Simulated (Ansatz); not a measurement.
The starting structures come from a database of crystals and need not be the phases stable at ambient conditions.

 Where the default PAW files enter, the runs use the earlier of Ansatz's two default sets.

Crystal: BaTi(BO3)2 (R-3, not sure to be the ambient phase, 10 atoms a cell, 12.5 Å³ an atom, -5 GPa at this level); planes in its conventional cell.

Level of theory: r2SCAN (plane waves, PAW; Ansatz, an electronic-structure program).

The gap is the functional's own, uncorrected, and κ follows it; spin-orbit coupling is left out. Mid-gap values are interpolated between the computed energies.

```
plane  area of the cell (Å²)  mid-gap κ (1/Å)  largest κ in the gap (1/Å)
-----  ---------------------  ---------------  --------------------------
(001)                   22.3             0.52                        0.54
(101)                   29.4                ?                           ?
(110)                   49.3                ?                           ?
```

Question: The slowest decay depends on the direction. Supply the withheld values.

Answer: 
- (101), mid-gap κ (1/Å): 0.40
- (101), largest κ in the gap (1/Å): 0.40
- (110), mid-gap κ (1/Å): 0.35
- (110), largest κ in the gap (1/Å): 0.35
